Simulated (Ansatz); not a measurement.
```
CELL_PARAMETERS angstrom
      0.00000     2.46641     2.46641
      2.46641     0.00000     2.46641
      2.46641     2.46641     0.00000
ATOMIC_POSITIONS crystal
  N  0.00000 0.00000 0.00000
  Y  0.50000 0.50000 0.50000
```

No spin polarisation.

Calculations: PBE (Ansatz, a first-principles code), no spin-orbit coupling. k-mesh 12×12×12 (Γ-centred); smearing 0.05 eV (Fermi–Dirac).

Q: Predict the width of the top valence band, pressure and band gap.

A: The width of the top valence band is 2.18 eV and the pressure comes out as -25.3 kbar. The band gap is 0.24 eV.

The cells carry an imposed strain or load. Stability against distortions was not tested. The cell was made from YN in the rock salt structure (space group Fm-3m, No. 225) by this change: isotropic strain +0.55 %. The zero or small gap of YN can change with the level of theory.
